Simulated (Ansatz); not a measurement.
## The (0001) surface of hcp Ti (in the relaxation 1 Ti–Ti bonds formed), one added row of Ti in 3 (bottom of the slab: a bare face, its two planes held)

The numbers are results of PBE (plane waves to 420 eV, PAW; Ansatz, a quantum-chemistry and plane-wave program), not measurements.

Model: 19-atom slab, 14.5 Å thick at the start, 15x5x1 mesh, Fermi-Dirac 0.1 eV, dipole correction, 6 atoms held, the rest relaxed; symmetry of the start imposed; no spin, no spin-orbit, no U. In PBE it is, or lies within 0.01 eV a 1x1 cell of, the lowest of the 2 structures of its composition computed so far; larger cells were not tried.

- work function of the top face = 3.46 eV
- energy released by relaxation = 1.31 eV
- cost = very roughly 29 core-minutes
